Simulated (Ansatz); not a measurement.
# Phonon-limited transport in Ir (Fm-3m)

Data:

```xyz
1
Lattice="0.0000 1.9149 1.9149 1.9149 0.0000 1.9149 1.9149 1.9149 0.0000" Properties=species:S:1:pos:R:3 pbc="T T T"
Ir     0.0000     0.0000     0.0000
```

Computed with PBEsol, DFPT electron-phonon coupling, linearised Boltzmann equation (plane waves, PAW, scalar-relativistic; Ansatz, a quantum-chemistry and plane-wave program). Cell: relaxed with this functional, without spin-orbit coupling.

```json
{
 "resistivity at 300 K": "4.4 μΩ·cm",
 "resistivity at 77 K": "0.54 μΩ·cm",
 "electron mean free path at 300 K (weighted by the current that each state carries)": "9.1 nm",
 "resistivity times mean free path for one path shared by all states (from the Fermi surface's area)": "3.7 ×10⁻¹⁶ Ω·m²",
 "electron-phonon coupling λ": "0.40",
 "transport coupling λ_tr": "0.44",
 "logarithmic_mean_phonon_energy": "18.4 meV",
 "density of states at the Fermi level": "0.44 states/(eV·spin·cell)",
 "drude_plasma_energy": "10.6 eV",
 "Hall coefficient at 300 K": "4.0 ×10⁻¹¹ m³/C"
}
```

A metal at this level (no band gap). Only scattering by harmonic phonons is included (no impurities, grain boundaries, electron-electron scattering or thermal expansion). Spin-orbit coupling is left out, which matters with elements this heavy. Halving the electron mesh (28x28x28) moves the resistivity by up to 8 % at 300 K, the mean free path by up to 3 %, the coupling by up to 4 %. Smearing 0.20 eV; phonons on a 6x6x6 q mesh, which this run doesn't test and which matters most at low temperature.
